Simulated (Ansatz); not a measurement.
The (111)A surface of zinc-blende InAs, In-terminated, I on every top atom (bottom of the slab: 3 H on 4 bottom sites)

The numbers are results of PBE (plane waves to 420 eV, PAW; Ansatz, an electronic-structure program), not measurements.

Set-up: 39 atoms, 16.0 Å thick at the start with caps and adatoms; mesh 3x3x1; 0.025 eV smearing; dipole correction on; 8 atoms held, the rest relaxed; symmetry of the start imposed; spin-polarised, no spin-orbit, no U. The slab shows no gap over 0.04 eV on its mesh. The starting moment vanished. It is one candidate, not shown to be the stable structure of the face.

The work function of the top face is 5.96 eV, the energy released by relaxation comes out as 0.63 eV and the cost is around 60 core-minutes (rough).
